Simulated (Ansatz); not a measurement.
Input and output of a self-consistent single point for Tl3Zn (Pm-3m, 4 atoms in the cell) (Ansatz, a first-principles code).

Method: LDA (PW92), default PAW files made with PBE (plane waves; Ansatz).

```yaml
crystal:
  lattice:
    - [4.80099, 0.00000, 0.00000]
    - [0.00000, 4.80099, 0.00000]
    - [0.00000, 0.00000, 4.80099]
  atoms:
    - { symbol: Zn, position: [0.00000, 0.00000, 0.00000] }
    - { symbol: Tl, position: [0.50000, 0.00000, 0.50000] }
    - { symbol: Tl, position: [0.00000, 0.50000, 0.50000] }
    - { symbol: Tl, position: [0.50000, 0.50000, 0.00000] }
```

Reference input (self-consistent single point, DFT, LDA (PW92), plane waves, default PAW files made with PBE): basis.ecutwfc = 30.9 Ry; kpoints.mp_grid.grid = 6 6 6; hamiltonian.xc = lda; hamiltonian.pseudopotentials = {kind: paw} (the program's default PAW files); scf.occupations.method = cold; scf.occupations.width = 0.02 Ry. This run's input differs from it in these lines:

Ansatz 0.2 input:
```diff
@@ -13,3 +13,3 @@
 kpoints:
-  mp_grid: { grid: [6, 6, 6] }
+  mp_grid: { grid: [17, 17, 17] }
 hamiltonian:
```

Output, abridged:

```
SCF iter   1: F=—  HF=-36685.149240 eV  |F-HF|=—  |Δ(HF+E_count)|=         —  Δρ=4.35e-3  dr2=1.78e-2  ethr=1.77e-3  ⟨swp⟩=5.6  Hψ=21258  notcnv=0
all-band conjugate gradients solve this SCF's bands
preconditioner: auto → Kerker (q_TF=auto, 2.398 Å⁻¹)
SCF iter   2: F=—  HF=-36685.140392 eV  |F-HF|=—  |Δ(HF+E_count)|=   8.85e-3  S|Δr|=    0.00e0  Δρ=1.56e-3  dr2=3.34e-3  ethr=3.48e-5  ⟨swp⟩=2.1  Hψ=9892  notcnv=0
   [... lines left out ...]
SCF iter   5: F=—  HF=-36685.139091 eV  |F-HF|=—  |Δ(HF+E_count)|=   1.38e-5  S|Δr|=    0.00e0  Δρ=7.66e-5  dr2=1.35e-5  ethr=1.90e-7  ⟨swp⟩=2.9  Hψ=9031  notcnv=0
SCF iter   6: F=—  HF=-36685.139088 eV  |F-HF|=—  |Δ(HF+E_count)|=   2.81e-6  S|Δr|=    0.00e0  Δρ=1.62e-5  dr2=2.92e-7  ethr=2.65e-8  ⟨swp⟩=2.0  Hψ=5878  notcnv=0
SCF iter   7: F=-36685.139088 eV  HF=-36685.139088 eV  |F-HF|=4.36e-8  |Δ(HF+E_count)|=   5.42e-8  S|Δr|=    0.00e0  Δρ=6.12e-6  dr2=8.99e-8  ethr=1.96e-10  ⟨swp⟩=6.3  Hψ=22555  notcnv=0
SCF 1 converged in 7 iterations: F = -36685.139088 eV  dr2 = 8.99e-8
Stability not checked (fill_not_monotonic)
Free energy (F): -36685.139088 eV
Internal energy: -36685.132778 eV  (E = F + TS)
E sigma→0 (E₀):  -36685.136985 eV
Entropy (-TS):   -0.006310 eV (-1.578 meV/atom)
Fermi energy:    8.866150 eV
--- Forces (eV/Å), atoms counted from 1 ---
  atom   1  Zn     0.00000000    -0.00000000     0.00000000
   [... zero for the other atoms too ...]
--- Stress (GPa, compression-positive) ---
       -4.153499      -0.000000       0.000000
        0.000000      -4.153499       0.000000
        0.000000       0.000000      -4.153499
  P = ⅓ Tr σ = -4.1535 GPa (-41.535 kbar)
  The stress holds the Pulay correction. Without it, at fixed plane waves, as pw.x and ABINIT print it: P = -4.1852 GPa
```

The run converged in 7 iterations. Against the reference run the free energy goes up by 7.7 meV/atom and the pressure goes from -4.42 to -4.15 GPa.

The starting cell comes from a database of computed structures (which also holds hypothetical and non-ambient phases and stackings), without a prior relaxation at this level. With a pressure of about -4 GPa the cell is away from its equilibrium volume at this level. Ansatz's pressure includes its estimate of the finite-basis (Pulay) stress.
